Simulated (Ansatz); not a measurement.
The starting structures come from a database of crystals and need not be the phases stable at ambient conditions.

Inside the gap of an insulator the Bloch states are evanescent, with a wavenumber k + iκ along the transport direction.

Data:

```
CELL_PARAMETERS angstrom
      6.27265     0.00000     0.00000
     -0.04261    10.83952     0.00000
      0.04261    -3.57447     5.09595
ATOMIC_POSITIONS crystal
  K  0.53020 0.25000 0.25040
  K  0.46980 0.75000 0.74960
  K  0.02450 0.25000 0.75270
  K  0.97550 0.75000 0.24730
  Ca 0.00000 0.50000 0.50000
  Ca 0.00000 0.00000 0.00000
  Ca 0.50000 0.50000 0.00000
  Ca 0.50000 0.00000 0.50000
  F  0.96190 0.25000 0.31470
  F  0.03810 0.75000 0.68530
  F  0.50330 0.25000 0.68100
  F  0.49670 0.75000 0.31900
  F  0.20080 0.52320 0.82340
  F  0.79920 0.47680 0.17660
  F  0.79920 0.02320 0.72300
  F  0.20080 0.97680 0.27700
  F  0.29730 0.45760 0.25520
  F  0.70270 0.54240 0.74480
  F  0.70270 0.95760 0.16000
  F  0.29730 0.04240 0.84000
```

Space group of this cell: P2_1/m. The cell is taken as given; by r2SCAN its mean pressure is -2.2 GPa.

Transport runs along the normal of the first two printed cell vectors.

No gap correction and no spin-orbit coupling; mid-gap values are interpolated between computed energies.

Problem. State the band gap and the smallest decay constant κ at mid-gap according to r2SCAN (Ansatz, a quantum-chemistry and plane-wave program).

Solution. Gap 7.36 eV on a 6×6×6 mesh; κ = 0.576 1/Å, at the zone centre.
